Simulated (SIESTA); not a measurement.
Worked example: self-consistent single point of Hf3Pt (P6_3/mmc, 8 atoms in the cell) in SIESTA

Computed with GGA PBEsol, numerical atomic orbitals TZP, PseudoDojo PBEsol standard norm-conserving potentials (rewritten from UPF to PSML) run with SIESTA 5.4.2.

This input was run:

```
# files in the folder: Hf.psml Pt.psml (PseudoDojo PBEsol standard)
SystemName  Hf3Pt
SystemLabel Hf3Pt

NumberOfAtoms                8
NumberOfSpecies              2
%block ChemicalSpeciesLabel
  1 72 Hf
  2 78 Pt
%endblock ChemicalSpeciesLabel
LatticeConstant              1.0 Ang
%block LatticeVectors
     5.988550000    0.000000000    0.000000000
    -2.994275000    5.186236000    0.000000000
     0.000000000    0.000000000    5.139530000
%endblock LatticeVectors
AtomicCoordinatesFormat      Ang
%block AtomicCoordinatesAndAtomicSpecies
     1.542575623    0.890606377    3.854647500  1
     1.451699377    4.295629623    1.284882500  1
     0.000000000    1.781212754    1.284882500  1
     2.994275000    3.405023246    3.854647500  1
     4.445974377    0.890606377    3.854647500  1
    -1.451699377    4.295629623    1.284882500  1
     2.994277994    1.728743605    1.284882500  2
    -0.000002994    3.457492395    3.854647500  2
%endblock AtomicCoordinatesAndAtomicSpecies

XC.functional                GGA
XC.authors                   PBEsol
PAO.BasisSize                TZP
PAO.EnergyShift              0.01 Ry
MeshCutoff                   300 Ry
%block kgrid.MonkhorstPack
    4   0   0  0.0
    0   4   0  0.0
    0   0   4  0.0
%endblock kgrid.MonkhorstPack
OccupationFunction           MP
OccupationMPOrder            0
ElectronicTemperature        100.0 meV

MaxSCFIterations             150
SCF.Mixer.Method             Broyden
SCF.Mixer.Weight             0.25
SCF.Mixer.History            8
SCF.DM.Tolerance             1.0E-04
Diag.ParallelOverK           true
WriteForces                  true
```

Output, abridged:

```
reinit: Reading from file input.fdf

reinit: System Name: Hf3Pt
reinit: System Label: Hf3Pt

coor:   Atomic-coordinates input format  =     Cartesian coordinates
coor:                                          (in Angstroms)

siesta: Atomic coordinates (Bohr) and species
siesta:      2.91505   1.68300   7.28423  1        1
siesta:      2.74331   8.11756   2.42808  1        2
siesta:      0.00000   3.36600   2.42808  1        3
siesta:      5.65836   6.43456   7.28423  1        4
siesta:      8.40167   1.68300   7.28423  1        5
siesta:     -2.74331   8.11756   2.42808  1        6
siesta:      5.65837   3.26685   2.42808  2        7
siesta:     -0.00001   6.53371   7.28423  2        8

siesta: System type = bulk

initatomlists: Number of atoms, orbitals, and projectors:      8   200   256

siesta: ******************** Simulation parameters ****************************
redata: Spin configuration                          = none
redata: Time-Reversal Symmetry                      = T
redata: Number of Atomic Species                    =        2
redata: Mesh Cutoff                                 =   300.0000 Ry
redata: Net charge of the system                    =     0.0000 |e|
redata: Min. number of SCF Iter                     =        0
redata: Max. number of SCF Iter                     =      150
redata: SCF convergence failure will abort job
redata: SCF mix quantity                            = Hamiltonian
redata: Mix DM or H after convergence               =   F
redata: Recompute H after scf cycle                 =   F
redata: Mix DM in first SCF step                    =   T
redata: No kicks to SCF
redata: DM Mixing Weight for Kicks                  =     0.5000
redata: Require Harris convergence for SCF          =   F
redata: Harris energy tolerance for SCF             =     0.000100 eV
redata: Require DM convergence for SCF              =   T
redata: DM tolerance for SCF                        =     0.000100
redata: Require EDM convergence for SCF             =   F
redata: EDM tolerance for SCF                       =     0.001000 eV
redata: Require H convergence for SCF               =   T
redata: Hamiltonian tolerance for SCF               =     0.001000 eV
redata: Require (free) Energy convergence for SCF   =   F
redata: (free) Energy tolerance for SCF             =     0.000100 eV
redata: Using DFT-D3 dispersion                     =   F
redata: Using Saved Data (generic)                  =   F
redata: Method of Calculation                       = Diagonalization
redata: Electronic Temperature                      =  1160.4518 K
redata: Number of TDED substeps                     =        3
redata: Dynamics option                             = Single-point calculation
redata: Save all siesta data in one NC              =   F
redata: ***********************************************************************

%block SCF.Mixers
  Broyden
%endblock SCF.Mixers

%block SCF.Mixer.Broyden
  # Mixing method
  method broyden

  # Mixing options
  weight 0.2500
  weight.linear 0.2500
  weight.prime 0.2500
  history 8
%endblock SCF.Mixer.Broyden

DM_history_depth set to one: no extrapolation allowed by default for geometry relaxation
Size of DM history Fstack: 1
Total number of electrons:   108.000000
Total ionic charge:   108.000000

* ProcessorY, Blocksize:    1  64

* Orbital distribution balance (max,min):   200   200

k-point displ. along   1 input, could be:     0.00    0.50
k-point displ. along   2 input, could be:     0.00    0.50
k-point displ. along   3 input, could be:     0.00    0.50
 Kpoints in:           48 . Kpoints trimmed:           44

siesta: k-grid: Number of k-points = 44
siesta: k-points from Monkhorst-Pack grid
siesta: k-cutoff (effective) =    10.279 Ang
siesta: k-point supercell and displacements
siesta: k-grid:     4     0     0      0.000
siesta: k-grid:     0     4     0      0.000
siesta: k-grid:     0     0     4      0.000

diag: Algorithm                                     = D&C
diag: Parallel over k                               =   F
diag: Use parallel 2D distribution                  =   F
diag: Parallel block-size                           = 64
diag: Parallel distribution                         =     1 x     1
diag: Used triangular part                          = Lower
diag: Absolute tolerance                            =  0.100E-15
diag: Orthogonalization factor                      =  0.100E-05
diag: Memory factor                                 =  1.0000

superc: Internal auxiliary supercell:     5 x     5 x     3  =      75
superc: Number of atoms, orbitals, and projectors:    600  15000  19200

                        Single-point calculation

superc: Internal auxiliary supercell:     5 x     5 x     3  =      75
superc: Number of atoms, orbitals, and projectors:    600  15000  19200

outcell: Unit cell vectors (Ang):
        5.988550    0.000000    0.000000
       -2.994275    5.186236    0.000000
        0.000000    0.000000    5.139530

outcell: Cell vector modules (Ang)   :    5.988550    5.988550    5.139530
outcell: Cell angles (23,13,12) (deg):     90.0000     90.0000    120.0000
outcell: Cell volume (Ang**3)        :    159.6237
new_DM -- step:     1
Initializing Density Matrix...

Attempting to read DM from file... Failed...
DM filled with atomic data:

InitMesh: MESH = 60 x 60 x 54 = 194400
InitMesh: Mesh cutoff (required, used) =   300.000   305.100 Ry

stepf: Methfessel-Paxton step function
       Using Hermite-Gauss polynomials of order  0

        iscf     Eharris(eV)        E_KS(eV)     FreeEng(eV)     dDmax    Ef(eV) dHmax(eV)
   scf:    1   -16117.138403   -16249.502125   -16249.540086  1.394975 -2.515870 32.822810
   scf:    2   -16218.471879   -16289.266983   -16289.304854  0.341008 -2.787314 14.959210
   scf:    3   -16314.319222   -16305.500487   -16305.533379  0.173096 -3.040422  3.312169
   scf:    4   -16297.898512   -16304.947212   -16304.992724  0.183675 -3.343557  6.673045
   scf:    5   -16305.715225   -16307.321734   -16307.362714  0.057948 -3.389200  2.179770
   scf:    6   -16307.194063   -16307.542218   -16307.581510  0.028760 -3.403946  1.122287
   scf:    7   -16307.652574   -16307.613830   -16307.653123  0.004899 -3.403957  0.326485
   scf:    8   -16307.620795   -16307.620601   -16307.659920  0.002682 -3.403254  0.022663
   scf:    9   -16307.620348   -16307.620495   -16307.659793  0.000423 -3.404055  0.050969
   scf:   10   -16307.620686   -16307.620597   -16307.659877  0.000144 -3.404667  0.036528
   scf:   11   -16307.620729   -16307.620697   -16307.659961  0.000262 -3.404941  0.000752
   scf:   12   -16307.620699   -16307.620698   -16307.659961  0.000013 -3.405014  0.000269

SCF Convergence by DM+H criterion
max |DM_out - DM_in|         :     0.0000131876
max |H_out - H_in|      (eV) :     0.0002688302
SCF cycle converged after 12 iterations

Using DM_out to compute the final energy and forces

siesta: E_KS(eV) =           -16307.6207

siesta: E_KS - E_eggbox =    -16307.6207

siesta: Atomic forces (eV/Ang):
     1   -0.012523   -0.007206   -0.000000
     2    0.012523    0.007206    0.000000
     3    0.000021   -0.014448    0.000000
     4   -0.000021    0.014448   -0.000000
     5    0.012498   -0.007216   -0.000000
     6   -0.012498    0.007216    0.000000
     7    0.000004   -0.000002   -0.000000
     8   -0.000004    0.000002   -0.000000
   Tot   -0.000000   -0.000000   -0.000000
   Max    0.014448
   Res    0.007221    sqrt( Sum f_i^2 / 3N )
   Max    0.014448    constrained

Stress tensor Voigt[x,y,z,yz,xz,xy] (kbar):       83.29       83.34       83.02        0.00        0.00        0.04
(Free)E + p*V (eV/cell)   -16315.9505
Target enthalpy (eV/cell)   -16307.6600

siesta: Program's energy decomposition (eV):
siesta: Ebs     =     -3359.928425
siesta: Eions   =     21121.852585
siesta: Ena     =      2956.209747
siesta: Ekin    =      4365.852988
siesta: Enl     =       853.093358
siesta: Eso     =         0.000000
siesta: Edftu   =         0.000000
siesta: DEna    =       222.913063
siesta: DUscf   =         7.937948
siesta: DUext   =         0.000000
siesta: Ex      =     -3336.311512
siesta: Ec      =      -255.463706
siesta: Exc     =     -3591.775218
siesta: Eharris =    -16307.620699
siesta: Etot    =    -16307.620698
siesta: FreeEng =    -16307.659961

siesta: Stress tensor (static) (eV/Ang**3):
siesta:     0.051984    0.000027    0.000000
siesta:     0.000027    0.052015   -0.000000
siesta:     0.000000    0.000000    0.051816

siesta: Cell volume =        159.623695 Ang**3

siesta: Pressure (static):
siesta:                Solid            Molecule  Units
siesta:          -0.00056568         -0.00056898  Ry/Bohr**3
siesta:          -0.05193825         -0.05224124  eV/Ang**3
siesta:         -83.21425207        -83.69968972  kBar
```

The run converged in 12 iterations.

The starting cell comes from a database of computed structures (which also holds hypothetical and non-ambient phases and stackings), without a prior relaxation at this level. Spin polarisation is off. Values carry the incompleteness of an atom-centred basis. With a pressure of about -8 GPa the cell is away from its equilibrium volume at this level.

Cost on one core of a shared machine: roughly 2 min.
